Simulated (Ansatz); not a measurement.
The starting structures come from a database of crystals and need not be the phases stable at ambient conditions.

 Where the default PAW files enter, the runs use the earlier of Ansatz's two default sets.

Consider the following.

```yaml
crystal:
  lattice:
    - [5.70445, 0.00000, 0.00000]
    - [-2.85222, 4.94020, 0.00000]
    - [2.85222, 1.64673, 4.65766]
  atoms:
    - { symbol: Ba, position: [0.50000, 0.25000, 0.25000] }
    - { symbol: Ba, position: [0.50000, 0.75000, 0.75000] }
    - { symbol: H, position: [0.42846, 0.21423, 0.78577] }
    - { symbol: H, position: [0.57154, 0.78577, 0.21423] }
    - { symbol: H, position: [0.00000, 0.21423, 0.78577] }
    - { symbol: H, position: [0.00000, 0.78577, 0.21423] }
    - { symbol: H, position: [0.00000, 0.78577, 0.78577] }
    - { symbol: H, position: [0.00000, 0.21423, 0.21423] }
    - { symbol: Ru, position: [0.00000, 0.00000, 0.00000] }
```

Space group of this cell: Fm-3m. The cell is taken as given; by PBEsol its mean pressure is -2.2 GPa.

Transport runs along the normal of the first two printed cell vectors, the (111) plane of the conventional cell.

The gap is the functional's own, uncorrected, and κ follows it; spin-orbit coupling is left out. Mid-gap values are interpolated between the computed energies.

Q: Compute, with PBEsol (Ansatz, a first-principles code), the band gap and the smallest decay constant κ at mid-gap.

A: Gap 1.75 eV on a 8×8×8 mesh; κ = 0.387 1/Å, at (0.500, 0.000) of the in-plane reciprocal vectors. At the zone centre, at the nearest computed energy, the slowest state has κ = 0.47 1/Å.
